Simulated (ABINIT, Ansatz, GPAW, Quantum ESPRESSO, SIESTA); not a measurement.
## Nb3Sb (Pm-3n, 8 atoms in the cell) computed with different codes at matched settings

Self-consistent single point.

```xyz
8
Lattice="5.3025 0.0000 0.0000 0.0000 5.3025 0.0000 0.0000 0.0000 5.3025" Properties=species:S:1:pos:R:3 pbc="T T T"
Nb     1.3256     0.0000     2.6512
Nb     3.9769     0.0000     2.6512
Nb     2.6512     3.9769     0.0000
Nb     2.6512     1.3256     0.0000
Nb     0.0000     2.6512     3.9769
Nb     0.0000     2.6512     1.3256
Sb     0.0000     0.0000     0.0000
Sb     2.6512     2.6512     2.6512
```

All programs got the same cell, k-point mesh and kind of occupations (in Ansatz's words: kpoints.mp_grid.grid = 5 5 5; scf.occupations.method = fermi_dirac; scf.occupations.width = 0.1 eV); potentials, basis and cutoffs are each program's usual ones.

| code | model | pressure (GPa) | k-points | cutoff |
|---|---|---|---|---|
| SIESTA | LDA PW92, numerical atomic orbitals TZP, PseudoDojo LDA standard norm-conserving potentials (rewritten from UPF to PSML) | -9.15 | 63 | grid 300 Ry |
| GPAW | LDA (Perdew-Wang 92), GPAW PAW datasets LDA (gpaw-data 1.0.1) | -10.76 | 10 | 600 eV |
| ABINIT | LDA (PW92), PAW (JTH v2.0 LDA PAW) | -10.20 | 10 | 20 Ha |
| Ansatz | LDA (PW92), PAW files made with PBE | -9.73 | 10 | default |
| Quantum ESPRESSO | LDA (PW92), PseudoDojo standard norm-conserving (LDA) pseudopotentials | -9.52 | 10 | 85 Ry |

The spread over the programs that give each value: pressure within 1.61 GPa.

The starting cell comes from a database of computed structures (which also holds hypothetical and non-ambient phases and stackings), without a prior relaxation at this level. Its lattice was rescaled by a random factor within 2.5 % of one. On Ansatz's run: Spin-orbit coupling is off. Spin polarisation is off. In the base run, with a pressure of about -10 GPa the cell is away from its equilibrium volume at this level.

Question: Why do the programs differ, and what cannot be compared?

Answer: Differences of this kind can come from the potentials, where these differ, and from what each basis and cutoff leave unconverged. The zero of total energies and Fermi levels follows the potentials and each program's conventions, so they are not compared here. SIESTA uses small atom-centred bases, whose incompleteness enters pressures, forces and empty levels differently from a plane-wave cutoff. Ansatz's pressure is given at a fixed set of plane waves, as the other plane-wave codes print theirs. The programs reduce the same mesh by symmetry to different extents, which changes the work and not the result.

Left out of this page: Elk and FLEUR (not drawn, or without a comparable value).

Ansatz is a first-principles code.

Keys are those of Ansatz 0.2.
